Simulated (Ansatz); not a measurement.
Start from Ag in the fcc (Cu type) structure (space group Fm-3m, No. 225; a = 4.1043 Å; relaxed with 0.1 eV smearing). Axes: x, y, z lie along the cube axes.

Calculations: r2SCAN (Ansatz, an electronic-structure program), no spin-orbit coupling.

Now apply this change: an isotropic linear strain of −1.50 %; the atoms relax in the strained cell.

Q: Predict the stress tensor and what it implies for the stiffness.

A: Stress of the strained cell less that of the base (GPa, compression positive):
```
    5.3     0.0     0.0
    0.0     5.3     0.0
    0.0     0.0     5.3
```

Then B = −ΔP/(ΔV/V₀) with ΔV/V₀ = -0.0443 gives secant stiffness values (nonlinear terms included at this strain): B ≈ 120 GPa.

As a check, the harmonic strain energy −½ V₀ Δσ:ε is 13 meV/atom; the computed energy rise is 12 meV/atom.

Stability against distortions was not tested.
